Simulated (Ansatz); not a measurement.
Consider Na2S in the anti-fluorite structure (space group Fm-3m, No. 225; a = 6.501 Å).

All numbers come from DFT with PBEsol, PAW potentials and a 420 eV plane-wave cutoff in Ansatz (an electronic-structure program), no spin-orbit coupling.

For the base:

| Quantity | Value |
|---|---|
| Gap character | direct at Γ |

Perturbation: an isotropic linear strain of +2.50 %; the atoms relax in the strained cell.

Estimate the effect on the gap character, energy relative to the base and mean gap deformation potential ΔEg/Δln V.

The gap character is still direct at Γ; the energy increases by 11 meV/atom; the mean gap deformation potential ΔEg/Δln V amounts to -3.1 eV.

No phonon test of stability was made.
